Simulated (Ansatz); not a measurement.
**Step by step: formation energy of ZrC (rock salt, Fm-3m) from the elements**

Consider the formation energy of ZrC (rock salt, Fm-3m) from the elements. Reaction: C (graphite) + Zr (hcp) → ZrC (rock salt). Negative: the products are lower in energy. The value is per atom of the solid.

ZrC (rock salt, Fm-3m), 2 atoms in the cell. Conventional cell: a = b = c = 4.673 Å, α = β = γ = 90.00°.

Method: Ansatz (a quantum-chemistry and plane-wave program), PAW, neutral cells at 0 K with nuclei at rest, on structures from PBE+D3(BJ). Ansatz runs with its default PAW set. Other levels take these structures. The lattices are those relaxed with PBE+D3(BJ), so at other levels the solids can be strained, which adds to the spread. A dispersion term (D3(BJ), or D4 for r2SCAN) was computed beside these levels and is taken off wherever the name lacks it.

Total energies of the cells in eV, at zero smearing width. They compare only within one column; the weights balance every element.

```
cell             atoms  weight          PBE          LDA
---------------  -----  ------  -----------  -----------
ZrC (rock salt)      2      +4  -4436.48505  -4322.31167
C (graphite)         4      −1  -1003.71719   -971.91362
Zr (hcp)             2      −2  -8367.64810  -8154.91374
```

PBE: 4 × (-4436.48505) − (-1003.71719) − 2 × (-8367.64810) = -6.927 eV; dividing by 8 atoms gives -0.87 eV/atom.

LDA: 4 × (-4322.31167) − (-971.91362) − 2 × (-8154.91374) = -7.506 eV; dividing by 8 atoms gives -0.94 eV/atom.

What follows from the PBE value: A formula unit of ZrC has 2 atoms, so it forms with -0.8659 × 2 = -1.732 eV, or -167.1 kJ/mol at 96.485 kJ/mol per eV.
